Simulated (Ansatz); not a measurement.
The parent structure is HfO₂ (space group P4_2/nmc, No. 137; a = 3.605 Å, c = 5.265 Å).

Method: PBE (Ansatz, a quantum-chemistry and plane-wave program, PAW, no SOC), earlier PAW set.

Base values:

| Property | Value |
|---|---|
| Gap between the host's bands | 4.67 eV |

Now apply this change: electron doping at 7.0×10^21 cm⁻³ (0.479 per cell), with a uniform compensating background at fixed cell and a 300 K Fermi–Dirac width.

Task: What does the calculation give for the Fermi level from band edge after the change?

Result: The Fermi level relative to the doped band's edge (positive inside the band; to 0.05 eV) is +0.50 eV.

Task: How does this affect the gap between the host's bands?

Result: The gap between the host's bands stays 4.67 eV.

Task: How does this affect the largest internal atomic displacement?

Result: The largest internal atomic displacement amounts to 0.012 Å.

Carriers are added with a uniform compensating background; total energy and stress of such cells depend on the potential's zero and are not compared; many-body gap narrowing is missing at this level. Spin-orbit coupling, missing from the scalar runs, can matter with Hf. Whether these cells are dynamically stable was not tested. This is not the structure that HfO2 has at room temperature and ambient pressure.
